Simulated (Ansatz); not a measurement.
Abridged Ansatz (a quantum-chemistry and plane-wave program) output:

```
Relaxation: its limit of steps is 60 (relax.max_steps)
Pseudopotential: Ge, paw, valence charge 14
Pseudopotential: Mg, paw, valence charge 10
Crystal: 3 atoms, lattice volume = 64.435 Å³
Basis set: ecut = 420 eV, 1243 PW (Γ), exchange–correlation on 64×64×64 points (8 copies of the dense FFT grid, shifted against one another)
Bands: 21, of which v1, the nominal top of the filled ones, is band 17 counted from 1 (16 counted from 0)
Symmetry: 48 space group operations
k-points: 84 of 2197
Functional: x = pbesol(κ = 0.804, μ = 0.12345679012345678), c = pbesol(β = 0.046)
SCF iter   1: F=—  HF=-8078.548973 eV  |F-HF|=—  |Δ(HF+E_count)|=         —  Δρ=3.26e-2  dr2=5.54e-1  ethr=3.10e-3  ⟨swp⟩=6.0  Hψ=7809  notcnv=0
SCF iter   2: F=—  HF=-8078.454032 eV  |F-HF|=—  |Δ(HF+E_count)|=   9.49e-2  Δρ=1.32e-2  dr2=8.53e-2  ethr=1.63e-3  ⟨swp⟩=2.0  Hψ=3528  notcnv=0
SCF 1 converged in 7 iterations: F = -8078.464086 eV  dr2 = 1.53e-9
relax step   1: F+E_penalty+E_count = -8078.46408582 eV  Δ(F+E_penalty+E_count) = +0.000e0 eV  max|allowed force component| = 1.850e-17 eV/Å  Δτ_max = 0.0000 Å  P = -0.000 GPa  Ω = 64.435 Å³  (7 SCF iters, dr2 threshold 1.00e-7 eV, accepted)
[... steps on the carried basis left out ...]
relax step   4: F+E_penalty+E_count = -8078.46374825 eV  Δ(F+E_penalty+E_count) = +2.159e-5 eV  max|allowed force component| = 6.977e-17 eV/Å  Δτ_max = 0.0000 Å  P = +0.300 GPa  Ω = 64.073 Å³  stress off target by 3.66e-4 GPa  SCF on the basis re-selected at this cell (its energy is not comparable with the rows above)  (5 SCF iters)
SCF converged after 5 iterations
Free energy (F): -8078.463748 eV
Internal energy: -8078.462970 eV  (E = F + TS)
E sigma→0 (E₀):  -8078.463359 eV
Entropy (-TS):   -0.000779 eV (-0.260 meV/atom)
Fermi energy:    6.994650 eV
--- Forces (eV/Å), atoms counted from 1 ---
  atom   1  Ge     0.00000000     0.00000000    -0.00000000
  atom   2  Mg     0.00000000    -0.00000000     0.00000000
  atom   3  Mg     0.00000000     0.00000000    -0.00000000
--- Stress (GPa, compression-positive) ---
        0.299634      -0.000000      -0.000000
        0.000000       0.299634       0.000000
       -0.000000      -0.000000       0.299634
  P = ⅓ Tr σ = 0.2996 GPa (2.996 kbar)
--- Relaxed structure (3 steps of the walk, 3 accepted, 1 SCFs on fresh bases) ---
  cell:  # Å, volume = 64.0729 Å³
    - [-1.592303760279872e-35, 3.176007067342762, 3.176007067342762]
    - [3.176007067342762, 7.32459729728741e-35, 3.176007067342762]
    - [3.176007067342762, 3.176007067342762, 3.8215290246716924e-35]
  atoms:
    - { symbol: Ge, position: [-1.0928312254895647e-34, 1.1432695897429294e-34, 9.078905565605616e-35] }
    - { symbol: Mg, position: [0.25, 0.25, 0.25] }
    - { symbol: Mg, position: [0.7500000000000001, 0.7500000000000001, 0.7500000000000001] }
```

Q: What was computed, and what are the main results?

A: Mg2Ge, 3 atoms in the cell, with DFT with PBEsol, PAW potentials and a 420 eV plane-wave cutoff in Ansatz, spin-orbit coupling left out, earlier PAW set, from a series relaxed to a target (pressure 0.3 GPa). The last SCF converged to F = -8078.463748 eV, or -2692.8212 eV per atom, at a pressure of 0.30 GPa. The total energy compares only with runs of the same code, potentials and settings.

Load acts through the strain it causes; cell and atoms are relaxed under it. No phonon test of stability was made. The cell was made from Mg2Ge in the anti-fluorite structure (space group Fm-3m, No. 225) by this change: pressure 0.3 GPa.

Keys are those of Ansatz 0.2.
